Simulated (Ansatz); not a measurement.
# Zn3GaNO3 (model structure, P3m1, No. 156, 8 atoms in the cell): properties by level of theory

| level (code) | lattice constant a (Å) | c axis length (Å) | bulk modulus B0 (GPa) | cohesive energy (eV/atom) |
|---|---|---|---|---|
| LDA (Ansatz) | 3.214 | 10.237 | 157 | 4.60 |
| PBE (Ansatz) | 3.296 | 10.556 | 125 | 3.62 |
| PBEsol (Ansatz) | 3.252 | 10.370 | 141 | 4.03 |
| r²SCAN (Ansatz) | 3.259 | 10.350 | 145 | 3.80 |

Caveats: the bulk modulus is −V dP/dV from two relaxed cells at ±2 % in volume (LDA, PBE, PBEsol, r²SCAN). Ansatz's density-functional and Hartree–Fock values are scalar-relativistic unless marked +SOC, with PAW data made under PBE.

Free atoms are spin-polarised, in the lowest state found; at levels without +SOC their spin–orbit coupling is left out.

A model structure was made by putting elements into a prototype or built by hand; it is no filed structure, need not be a known phase, and can be a saddle point held by its symmetry.

Ansatz is a program for electronic structure.
